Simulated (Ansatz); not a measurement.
O vacancy + O vacancy in corundum: one set of geometries, relaxed with PBE, evaluated in Ansatz (PAW, plane waves to 420 eV, 500 eV under r2SCAN) with PBE, r2SCAN.

Cell and caveats: 120-site cell; 2×2×2 Γ-centred k-points; start: the O site; O 2.55 Å away; charged states image-corrected; energies good to tenths of an eV; relaxed from one start, so a lower configuration may exist; flagged in the runs: a doubtful potential alignment, a host whose relaxation on this sampling wasn't shown to rest.

| quantity | PBE | r2SCAN |
|---|---|---|
| host gap (eV) | 5.85 | 6.73 |
| ε(+2/+1) above the VBM (eV) | 2.65 | 3.00 |
| ε(+1/0) above the VBM (eV) | 3.04 | 3.59 |
| largest moment on one atom at charge +1 (μB) | 0.02 | 0.02 |
| neutral formation energy against O2 molecule in a box (eV) | 13.21 | 14.73 |

PBE narrows the gap by 0.88 eV against r2SCAN, the highest level run, and puts the levels 0.45 eV lower above the valence-band maximum on average.

Ansatz is an electronic-structure program.
